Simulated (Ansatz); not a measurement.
# What biaxial strain −0.50 %, plane normal [001], relaxed out of plane does to Pd

Take Pd in the fcc (Cu type) structure (space group Fm-3m, No. 225; a = 3.910 Å; relaxed with 0.1 eV smearing) as the base. Axes: x, y, z lie along the cube axes.

Modification: compressive biaxial strain of 0.50 % in the plane normal to [001], as in epitaxy on a mismatched substrate; the out-of-plane cell vector and the atoms relax.

Method: plane-wave PAW DFT at the r2SCAN level (Ansatz, a quantum-chemistry and plane-wave program, 500 eV), no SOC. Settings: 29×29×29 k-points, 0.1 eV Fermi–Dirac smearing.

```csv
quantity,base,changed,shift
space group,Fm-3m (No. 225),I4/mmm (No. 139),–
shortest interatomic distance,276.5 pm,275.1 pm,-1.4 pm
energy relative to the base (free energy F),0 meV/atom,+0.3 meV/atom,+0.3 meV/atom
"pressure (mean of the normal stresses, compression positive)",0.0 GPa,0.4 GPa,+0.4 GPa
band gap,zero,zero,–
out-of-plane strain,–,+0.77 %,–
```

Final structure (turned so that z lies along the plane normal):

```yaml
crystal:
  lattice:
    - [2.75124, 0.00000, 0.00000]
    - [0.00000, 2.75124, 0.00000]
    - [1.37562, -1.37562, 1.97022]
  atoms:
    - { symbol: Pd, position: [0.00000, 0.00000, 0.00000] }
```

Cost of the whole job for the changed cell (relaxation, final SCF and bands): about 2.2 core-minutes (a rough figure).

Stability against distortions was not tested. All final runs are without spin polarisation. Pd has a high density of states at the Fermi level and may be magnetic at this level.
